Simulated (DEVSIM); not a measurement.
System: Mo/Al2O3/p-Si capacitor, at 250 K.

```
layer (left to right)  material  thickness (nm)  Na (cm⁻³)
---------------------  --------  --------------  ---------
1                         Al2O3            15.0          -
2                            Si             450     1.6e18
```

Metal gate on the left, work function 4.6 eV. Fixed charge at the semiconductor interface 8.8e10 cm⁻² (in units of +e); no interface traps.

The device is made up for the run: typed textbook-type constants, with dimensions and the other settings drawn at random. Values at 300 K; Nc and Nv go as T^1.5, mobilities as T to minus their exponent, the gap by Varshni's rule with the affinity fixed.

| parameter | Al2O3 | Si |
|---|---|---|
| gap (eV) | 6.8 | 1.124 |
| affinity (eV) | 1.35 | 4.05 |
| permittivity | 9 | 11.7 |
| Nc (cm⁻³) | - | 2.86e19 |
| Nv (cm⁻³) | - | 3.1e19 |
| Varshni α (eV/K) | - | 0.000473 |
| Varshni β (K) | - | 636 |

Simulated with DEVSIM: 1D Poisson equation in equilibrium, Boltzmann statistics, complete ionisation; no quantum confinement or tunnelling. Metal contacts follow the ideal Schottky-Mott rule: no Fermi-level pinning, no interface dipoles.

The interface trap density was swept, all else fixed.

```csv
interface trap density (cm^-2 eV^-1),flat-band voltage (V),minimum of the low-frequency capacitance (μF/cm²)
0,-0.55,0.226
1e10,-0.56,0.227
1e11,-0.56,0.232
3e11,-0.58,0.243
1e12,-0.64,0.271
2e12,-0.73,0.304
```

From the first row to the last the flat-band voltage goes from -0.55 to -0.73. From the first row to the last the minimum of the low-frequency capacitance goes from 0.226 to 0.304.
